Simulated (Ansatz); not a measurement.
The parent structure is ZnCu₂SnS₄ (space group I-4, No. 82; a = 5.468 Å, c = 10.935 Å).

Calculations: PBE (Ansatz, a program for electronic structure, PAW, spin-orbit coupling left out), earlier PAW set.

For the base:

| Property | Value |
|---|---|
| Shortest interatomic distance | 2.317 Å |
| Band gap | zero |

One thing is altered: full substitution Sn → Ag, then cell and atoms are relaxed.

Tabulated Pauling electronegativity and covalent radius: Sn 1.96, 1.39 Å; Ag 1.93, 1.45 Å.

Task: What does the calculation give for the shortest interatomic distance after the change?

Result: The shortest interatomic distance decreases by 0.054 Å (2.317 Å → 2.263 Å).

Task: Estimate the effect on the band gap.

Result: The band gap remains zero.

Stability against distortions was not tested. As relaxed here, ZnCu2AgS4 is a hypothetical phase, not in the database extracts checked. The final runs are not spin-polarised. An odd electron count without spin: ZnCu2AgS4. Gaps under 0.05 eV, about the width of the smearing, are given as zero. A zero or small gap of ZnCu2SnS4 can be the functional's error rather than a property of the material.
